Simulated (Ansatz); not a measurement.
A self-consistent single point of Ca (Fm-3m, 1 atom in the cell) with Ansatz (an electronic-structure program).

Level of theory: PBEsol, default PAW files made with PBE (plane waves; Ansatz).

```
CELL_PARAMETERS angstrom
      0.00000     2.79837     2.79837
      2.79837     0.00000     2.79837
      2.79837     2.79837     0.00000
ATOMIC_POSITIONS crystal
  Ca 0.00000 0.00000 0.00000
```

Reference input (self-consistent single point, DFT, PBEsol, plane waves, default PAW files made with PBE): basis.ecutwfc = 30.9 Ry; kpoints.mp_grid.grid = 10 10 10; hamiltonian.xc = pbesol; hamiltonian.pseudopotentials = {kind: paw} (the program's default PAW files); scf.occupations.method = gaussian; scf.occupations.width = 0.0073 Ry. This run's input differs from it in these lines:

Ansatz 0.2 input:
```diff
@@ -10,3 +10,3 @@
 kpoints:
-  mp_grid: { grid: [10, 10, 10] }
+  mp_grid: { grid: [16, 16, 16] }
 hamiltonian:
@@ -15,3 +15,3 @@
 scf:
-  occupations: { method: gaussian, width: 0.0073 Ry }
+  occupations: { method: gaussian, width: 0.0037 Ry }
 output:
```

Log, with long lists cut:

```
SCF iter   1: F=—  HF=-1793.720124 eV  |F-HF|=—  |Δ(HF+E_count)|=         —  Δρ=2.05e-3  dr2=1.91e-3  ethr=1.77e-3  ⟨swp⟩=5.9  Hψ=10783  notcnv=0
all-band conjugate gradients solve this SCF's bands
preconditioner: auto → none
SCF iter   2: F=—  HF=-1793.719643 eV  |F-HF|=—  |Δ(HF+E_count)|=   4.82e-4  Δρ=9.41e-4  dr2=4.40e-4  ethr=1.91e-5  ⟨swp⟩=2.8  Hψ=3358  notcnv=0
SCF iter   3: F=—  HF=-1793.719491 eV  |F-HF|=—  |Δ(HF+E_count)|=   1.52e-4  Δρ=1.44e-4  dr2=8.66e-6  ethr=4.40e-6  ⟨swp⟩=2.7  Hψ=1974  notcnv=0
SCF iter   4: F=—  HF=-1793.719489 eV  |F-HF|=—  |Δ(HF+E_count)|=   2.41e-6  Δρ=2.76e-5  dr2=6.11e-7  ethr=8.66e-8  ⟨swp⟩=2.8  Hψ=1955  notcnv=0
iter 5 did not close the SCF: its close was put off for the readings that it lacked (scf_convergence_deferred on its scf_iter line)
SCF iter   5: F=-1793.719488 eV  HF=-1793.719488 eV  |F-HF|=3.28e-8  |Δ(HF+E_count)|=   2.76e-7  Δρ=7.39e-6  dr2=4.81e-8  ethr=6.11e-9  ⟨swp⟩=2.6  Hψ=2051  notcnv=0
SCF iter   6: F=-1793.719488 eV  HF=-1793.719488 eV  |F-HF|=6.37e-12  |Δ(HF+E_count)|=   1.98e-8  Δρ=3.03e-7  dr2=1.52e-11  ethr=4.81e-10  ⟨swp⟩=2.1  Hψ=4511  notcnv=0
SCF 1 converged in 6 iterations: F = -1793.719488 eV  dr2 = 1.52e-11
Free energy (F): -1793.719488 eV
Internal energy: -1793.717526 eV  (E = F + TS)
E sigma→0 (E₀):  -1793.718507 eV
Entropy (-TS):   -0.001962 eV (-1.962 meV/atom)
Fermi energy:    4.620570 eV
--- Forces (eV/Å), atoms counted from 1 ---
  atom   1  Ca     0.00000000     0.00000000     0.00000000
--- Stress (GPa, compression-positive) ---
       -1.227539      -0.000000       0.000000
       -0.000000      -1.227539       0.000000
        0.000000       0.000000      -1.227539
  P = ⅓ Tr σ = -1.2275 GPa (-12.275 kbar)
  The stress holds the Pulay correction. Without it, at fixed plane waves, as pw.x and ABINIT print it: P = -1.2284 GPa
```

The run converged in 6 iterations. Against the reference run the free energy rises by 4.4 meV/atom and the pressure stays at -1.23 GPa.

The starting cell has typed, rounded lattice constants, without a prior relaxation at this level. Its lattice was rescaled by up to half a per cent. Ansatz's pressure includes its estimate of the finite-basis (Pulay) stress.
